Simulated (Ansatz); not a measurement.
Functionals compared on a constructed model of the (100) surface of fcc Al, a pseudomorphic layer of Mg in the host's stacking (bottom of the slab: a bare face, its two planes held), in Ansatz (plane waves, PAW). The structure was relaxed with PBE; the other rows are single points on it. Cutoff 420 eV (500 eV for r2SCAN).

Model: 7-atom slab, 12.0 Å thick at the start, 13x13x1 mesh, Fermi-Dirac 0.1 eV, dipole correction, 2 atoms held, the rest relaxed; start symmetry kept, larger cells not searched; no spin, no spin-orbit, no U. It is one candidate, not shown to be the stable structure of the face. These notes are the PBE run's.

```csv
functional,work function of the top face (eV),rough cost of the single point
PBE,3.81,–
RPBE,3.75,roughly 6 core-seconds
r2SCAN,3.88,around 15 core-seconds (rough)
```

Ansatz is a program for electronic structure.
